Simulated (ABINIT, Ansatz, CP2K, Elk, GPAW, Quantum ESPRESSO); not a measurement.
## InSe (P6_3/mmc, 8 atoms in the cell) computed with different codes at matched settings

Self-consistent single point.

```xyz
8
Lattice="3.9924 0.0000 0.0000 -1.9962 3.4575 0.0000 0.0000 0.0000 17.2158" Properties=species:S:1:pos:R:3 pbc="T T T"
In     0.0000     2.3050     5.6864
In     1.9962     1.1525    11.5294
In     1.9962     1.1525    14.2943
In     0.0000     2.3050     2.9215
Se     0.0000     2.3050    10.2833
Se     1.9962     1.1525     6.9325
Se     1.9962     1.1525     1.6754
Se     0.0000     2.3050    15.5404
```

All programs got the same cell, k-point mesh and kind of occupations (in Ansatz's words: kpoints.mp_grid.grid = 5 5 1; scf.occupations.method = fermi_dirac; scf.occupations.width = 0.01 eV); potentials, basis and cutoffs are each program's usual ones.

```
code                                                                                     model  pressure (GPa)  largest force (eV/Å)  gap on the mesh (eV)  k-points       cutoff
----------------  ----------------------------------------------------------------------------  --------------  --------------------  --------------------  --------  -----------
Quantum ESPRESSO                                PBE, GBRV 1.5 ultrasoft (PBE) pseudopotentials            3.08                 0.483                 0.610         5        40 Ry
GPAW                                              PBE, GPAW PAW datasets PBE (gpaw-data 1.0.1)            3.28                 0.458                 0.623         5       550 eV
Ansatz                                                                          PBE, PAW files            3.63                 0.483                 0.630         5      default
ABINIT                PBE, norm-conserving pseudopotentials (PseudoDojo nc-sr-05 PBE standard)            3.74                 0.492                 0.621         5        86 Ry
CP2K                   PBE, GPW, DZVP-MOLOPT-SR-GTH basis, GTH-PBE potentials (GTH_POTENTIALS)            4.18                 0.598                 0.597        13  grid 500 Ry
Elk               PBE, all-electron FP-LAPW, Elk's shipped species files, default APW+lo basis               –                     –                 0.593         5      default
```

Size of the force on each atom (eV/Å): Sizes of forces hide their directions.

| code | In1 | In2 | In3 | In4 | Se5 | Se6 | Se7 | Se8 |
|---|---|---|---|---|---|---|---|---|
| Quantum ESPRESSO | 0.262 | 0.262 | 0.262 | 0.262 | 0.483 | 0.483 | 0.483 | 0.483 |
| GPAW | 0.269 | 0.269 | 0.269 | 0.269 | 0.458 | 0.458 | 0.458 | 0.458 |
| Ansatz | 0.253 | 0.253 | 0.253 | 0.253 | 0.483 | 0.483 | 0.483 | 0.483 |
| ABINIT | 0.260 | 0.260 | 0.260 | 0.260 | 0.492 | 0.492 | 0.492 | 0.492 |
| CP2K | 0.327 | 0.327 | 0.327 | 0.327 | 0.598 | 0.598 | 0.598 | 0.598 |

A dash marks a value that a program does not give, or that is left out as unsure.

Gaps are read on the mesh.

The spread over the programs that give each value: pressure within 1.10 GPa; largest force within 0.140 eV/Å; gap on the mesh within 0.037 eV.

The starting cell comes from a database of computed structures (which also holds hypothetical and non-ambient phases and stackings), without a prior relaxation at this level. Its lattice was rescaled by a random factor within 2.5 % of one. On Ansatz's run: In the base run, with a pressure of about 4 GPa the cell is away from its equilibrium volume at this level.

Question: Why do the programs differ, and what cannot be compared?

Answer: Differences of this kind can come from the potentials, where these differ, and from what each basis and cutoff leave unconverged. The valence holds different numbers of electrons (Quantum ESPRESSO 76, GPAW 76, Ansatz (a quantum-chemistry and plane-wave program) 116, ABINIT 116, CP2K 76). The zero of total energies and Fermi levels follows the potentials and each program's conventions, so they are not compared here. CP2K uses small atom-centred bases, whose incompleteness enters pressures, forces and empty levels differently from a plane-wave cutoff. Elk treats all electrons, but the usual bases taken here (sphere radii, linearisation, local orbitals, empty states) were not tested for convergence, so the values are no reference for the others. Ansatz's pressure is given at a fixed set of plane waves, as the other plane-wave codes print theirs. The programs reduce the same mesh by symmetry to different extents, which changes the work and not the result. In the force vectors, CP2K (by 0.115) lies more than 0.08 eV/Å from the median of the plane-wave programs.

Keys are those of Ansatz 0.2.
